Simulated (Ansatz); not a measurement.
An Ansatz (a quantum-chemistry and plane-wave program) input (PBE/PAW in Ansatz, no spin-orbit coupling):

Ansatz 0.2 input:
```yaml
crystal:
  lattice:
    - [0, 2.3862286504, 2.3862286504]
    - [2.3862286504, 0, 2.3862286504]
    - [2.3862286504, 2.3862286504, 0]
  atoms:
    - { symbol: N, position: [0, 0, 0] }
    - { symbol: Zr, position: [0.5, 0.5, 0.5] }
basis: { ecutwfc: 420, ecutrho_ratio: 4, xc_grid: 2, fft_grid_basis: typed }
kpoints: { mp_grid: { grid: [22, 22, 22] } }
hamiltonian:
  xc: pbe
  dispersion: none
  pseudopotentials: { kind: paw }
scf: { occupations: { method: fermi_dirac, width: 0.1 }, convergence: { dr2_threshold: 0.0000000002 } }
relax: { f_tol: 0.005, max_steps: 50 }
output: { forces: true, stress: true }
checkpoint: { write: state.ck, write_every: 1000 }
```

**Question.** Which symmetry and how many k-points will the program report, and about how many plane waves at Γ?

**Answer.** Space group Fm-3m (ITA 225) with 48 operations, k-points 328 of 10648, and 531 plane waves at Γ.

**Question.** And the final pressure?

**Answer.** -22.09 GPa (compression positive).

The cells carry an imposed strain or load. No phonon test of stability was made. All final runs are without spin polarisation. The cell was made from ZrN in the rock salt structure (space group Fm-3m, No. 225) by this change: isotropic strain +3.86 %.
